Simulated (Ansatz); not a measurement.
Results of HSE06 (PAW; Ansatz, a first-principles code) for SrHfO3 (I4/mcm, No. 140, 10 atoms in the cell; start mp-3721; a measured phase of this formula has another space group).

Numerical settings: plane-wave cutoff 500 eV, 6×6×6 k mesh, gaussian smearing 0.02 eV, scalar-relativistic PAW data made under PBE.

Cell (relaxed with PBEsol):

```
HfSrO3
1.0
   -2.85723     2.85723     4.13579
    2.85723    -2.85723     4.13579
    2.85723     2.85723    -4.13579
Sr Hf O
2 2 6
Direct
  0.25000   0.75000   0.50000
  0.75000   0.25000   0.50000
  0.50000   0.50000   0.00000
  0.00000   0.00000   0.00000
  0.69254   0.19254   0.88508
  0.30746   0.80746   0.11492
  0.19254   0.30746   0.50000
  0.80746   0.69254   0.50000
  0.75000   0.75000   0.00000
  0.25000   0.25000   0.00000
```

Problem. Predict the band gap.

Solution. 
band gap: 5.78 eV (on the SCF k mesh)

Note: cell and atoms aren't relaxed at this level (pressure 1.9 GPa).

Spin–orbit coupling is not included.

Static lattice: no zero-point or thermal effects.

It cost roughly 7 core-minutes of CPU time.

A start named mp-… is a Materials Project structure, which need not be a measured phase.
